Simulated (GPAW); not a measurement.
Band structure of Ta3Ru (Fm-3m, 4 atoms in the cell).

```yaml
crystal:
  lattice:
    - [0.00000, 3.24822, 3.24822]
    - [3.24822, 0.00000, 3.24822]
    - [3.24822, 3.24822, 0.00000]
  atoms:
    - { symbol: Ta, position: [0.25000, 0.25000, 0.25000] }
    - { symbol: Ta, position: [0.75000, 0.75000, 0.75000] }
    - { symbol: Ta, position: [0.50000, 0.50000, 0.50000] }
    - { symbol: Ru, position: [0.00000, 0.00000, 0.00000] }
```

Method: PBEsol, GPAW PAW datasets PBEsol (made by gpaw-setup) (plane waves; GPAW).

Settings: mode = pw; ecut = 600 eV; xc = PBEsol; kpts = 9 9 9; mesh shift (steps) = 0 0 0; occupations.name = fermi-dirac; occupations.width = 0.05 eV; nbands = -8; convergence.forces = 0.001 eV/Å; symmetry.symmorphic = false; symmetry.tolerance = 0.0005; maxiter = 150; bandpath_npoints = 40.

The starting cell comes from a database of computed structures (which also holds hypothetical and non-ambient phases and stackings), without a prior relaxation at this level. Its lattice was rescaled by a random factor within 2.5 % of one. Spin-orbit coupling is off. Spin polarisation is off.

Levels in eV from the Fermi level, bands 25 to 31:
```csv
point,25,26,27,28,29,30,31
Γ,-1.73,-0.11,-0.11,-0.11,0.96,0.96,4.44
X,-0.16,-0.16,0.42,0.79,0.83,0.83,1.45
W,-0.93,-0.88,-0.78,-0.78,0.46,1.48,1.48
K,-1.09,-0.53,-0.45,-0.29,0.79,0.94,1.32
L,-2.13,-1.76,-1.33,-1.33,1.63,1.63,2.59
U,-1.09,-0.53,-0.45,-0.29,0.79,0.94,1.32
```

Bands cross the Fermi level along this path, so the cell is metallic at this level.
